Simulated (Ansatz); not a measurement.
Consider ZnCu$_{2}$SnS$_{4}$ (space group I-4, No. 82; a = 5.414 Å, c = 10.823 Å). Axes: x, y, z lie along a, b, c of the conventional cell.

Level of theory: r2SCAN/PAW in Ansatz (a program for electronic structure), scalar-relativistic without spin-orbit coupling, earlier PAW set.

Before the change:

The electron mass is 0.11 mₑ (at Γ) and the band gap comes out as 0.47 eV.

Perturbation: the cell is stretched by 5.63 % along z with no lateral relaxation; the atoms relax in the strained cell.

Task: What happens to the largest internal atomic displacement, electron mass and band gap?

Result: The largest internal atomic displacement comes out as 0.013 Å; the electron mass changes from 0.11 mₑ (at Γ) to 0.093 mₑ along z, 0.079 mₑ across (at Γ); the band gap decreases by 0.16 eV (0.47 eV → 0.31 eV).

Masses are band curvatures over ±0.01 Å⁻¹ around the edge. Whether these cells are dynamically stable was not tested. All final runs are without spin polarisation.
